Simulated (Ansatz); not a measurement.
An Ansatz (an electronic-structure program) input (r2SCAN+rVV10 (Ansatz), without spin-orbit coupling, earlier PAW set):

Ansatz 0.2 input:
```yaml
crystal:
  lattice:
    - [2.4551159178, 0, 0]
    - [1.2275579589, 2.126192754, 0]
    - [0, 0, 25.0468869702]
  atoms:
    - { symbol: C, position: [1, 0.5, 0.2994384096] }
    - { symbol: C, position: [0.6666666667, 0.1666666667, 0.2994504231] }
    - { symbol: C, position: [1.3333333333, -0.1666666667, 0.4331541455] }
    - { symbol: C, position: [1.6666666667, 0.1666666667, 0.433142132] }
    - { symbol: C, position: [2, -0.5, 0.566857868] }
    - { symbol: C, position: [2.3333333333, -0.1666666667, 0.5668458545] }
    - { symbol: C, position: [2.6666666667, -0.8333333333, 0.7005615904] }
    - { symbol: C, position: [3, -0.5, 0.7005495769] }
basis: { ecutwfc: 500, ecutrho_ratio: 4, xc_grid: 4, fft_grid_basis: typed }
kpoints: { mp_grid: { grid: [15, 15, 1] } }
hamiltonian:
  xc: r2scan
  dispersion: rvv10
  pseudopotentials: { azcp: { folder: ./paw }, kind: paw }
scf: { occupations: { method: fermi_dirac, width: 0.05 } }
relax: { f_tol: 0.01, max_steps: 60, cell: { stress_tol: 0.02, fix: [c, alpha, beta] } }
output: { forces: true, stress: true }
checkpoint: { write: state.ck, write_every: 1000 }
```

**Question.** Which symmetry and how many k-points will the program report, and about how many plane waves at Γ?

**Answer.** Space group P-3m1 (ITA 164) with 12 operations, k-points 27 of 225, and 3373 plane waves at Γ.

No phonon test of stability was made. The cell was made from C (space group R-3m, No. 166; layered, stacked along the Cartesian z axis) by this change: a free-standing slab of 4 layers (8 atoms, 2 a layer) is cut normal to the stacking axis, with 15 Å of vacuum and the in-plane cell relaxed.
